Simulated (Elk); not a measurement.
Band structure of As (R-3m, 2 atoms in the cell).

```yaml
crystal:
  lattice:
    - [1.85038, 1.06831, 3.65099]
    - [-1.85038, 1.06831, 3.65099]
    - [0.00000, -2.13663, 3.65099]
  atoms:
    - { symbol: As, position: [0.22443, 0.22443, 0.22443] }
    - { symbol: As, position: [0.77557, 0.77557, 0.77557] }
```

Method of the run: PBE, all-electron FP-LAPW, Elk's shipped species files, APW+lo basis with extra local orbitals in Elk.

Settings: xctype = 20; rgkmax = 7.5; swidth = 0.00367493 Ha; ngridk = 9 9 9; gmaxvr = 14 1/bohr; nxlo = 2; lorbcnd = true; rmtscf = 0.92; lmaxi = 3; maxscl = 100.

The starting cell comes from a database of computed structures (which also holds hypothetical and non-ambient phases and stackings), without a prior relaxation at this level. Its lattice was rescaled by a random factor within 2.5 % of one. Values depend on the basis (sphere radii, cutoffs, local orbitals), which need not be converged.

Levels in eV from the Fermi level, bands 12 to 19:
```csv
point,12,13,14,15,16,17,18,19
B,-10.79,-6.06,-5.35,-1.80,1.22,5.02,5.38,6.53
Z,-10.00,-1.82,-1.82,-0.43,0.98,0.98,1.91,7.69
Γ,-6.13,-2.90,-2.02,-2.02,1.36,2.71,2.71,7.13
X,-11.07,-6.28,-3.71,-3.69,2.72,3.18,5.58,6.11
```

Bands cross the Fermi level along this path, so the cell is metallic at this level.
